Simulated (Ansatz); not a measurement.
The parent structure is GaN in the CsCl type structure (space group Pm-3m, No. 221; a = 2.742 Å; a hypothetical phase, not in the database extracts checked).

(Cell as relaxed with PBE.)

Levels (all Ansatz, a first-principles code, PAW): PBE (420 eV, without spin-orbit coupling); PBEsol (420 eV, no spin-orbit coupling).

Each level relaxes its own structure.

| base | PBE | PBEsol |
|---|---|---|
| volume per atom | 10.31 Å³ | 9.88 Å³ |
| lattice parameter a | 5.183 bohr | 5.108 bohr |
| band gap | zero | zero |

Now apply this change: cell and atoms relaxed at a pressure of 3 GPa.

```json
[
 {"quantity": "lattice parameter a", "PBE": "5.149 bohr", "PBEsol": "5.079 bohr"},
 {"quantity": "band gap", "PBE": "zero", "PBEsol": "zero"}
]
```

PBE's lattice parameter a lies 0.070 bohr above PBEsol's (1.4 %); the two agree on the band gap. Neither level is exact; PBEsol is the comparison here, not a measurement.

Load acts through the strain it causes; cell and atoms are relaxed under it. Whether these cells are dynamically stable was not tested. The final runs are not spin-polarised.
